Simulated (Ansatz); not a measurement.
Reference: NiSi₂ (Fm-3m), PBEsol, DFPT electron-phonon coupling, linearised Boltzmann equation (plane waves, PAW, scalar-relativistic; Ansatz, a program for electronic structure); geometry: relaxed with this functional, without spin-orbit coupling.

```cif
data_Ni4Si8
_chemical_formula_sum 'Si8 Ni4'
_space_group_name_H-M_alt 'Fm-3m'
_space_group_IT_number 225
_space_group_name_Hall '-F 4 2 3'
_cell_length_a 5.38966
_cell_length_b 5.38966
_cell_length_c 5.38966
_cell_angle_alpha 90.000
_cell_angle_beta 90.000
_cell_angle_gamma 90.000
loop_
_atom_site_label
_atom_site_type_symbol
_atom_site_symmetry_multiplicity
_atom_site_Wyckoff_symbol
_atom_site_fract_x
_atom_site_fract_y
_atom_site_fract_z
_atom_site_occupancy
Si1 Si 8 c 0.25000 0.25000 0.25000 1
Ni1 Ni 4 a 0.00000 0.00000 0.00000 1
```
(The calculation used a cell of 3 atoms; values per cell refer to that cell.)

The resistivity at 300 K is 11.2 μΩ·cm. The mean free path at 300 K is 13.5 nm. The electron-phonon coupling λ is 0.27 and the logarithmic mean phonon energy comes out as 19.2 meV.

Question: Replace Ni by Co on the same sites and relax. What happens?

Answer: CoSi$_{2}$ (Fm-3m): volume per atom 13.0 to 12.5 Å³; resistivity at 300 K falls (11.2 μΩ·cm to 9.1 μΩ·cm); mean free path at 300 K falls (13.5 nm to 10.8 nm); electron-phonon coupling λ rises (0.27 to 0.38); logarithmic mean phonon energy rises (19.2 meV to 26 meV).

Moves up to 6 % count as about the same. Metals; harmonic phonons alone scatter; means over directions. The mean free path is weighted by the current that each state carries. Halving the electron mesh moves these values by up to 4 %; q meshes are mostly untested. Some of the runs warned that the eigensolver left states short of its tolerance. Spin-orbit coupling is left out.

Treated as nonmagnetic (a ferromagnetic start lost its moment, other orders weren't tried): CoSi2 (Fm-3m), NiSi2 (Fm-3m).
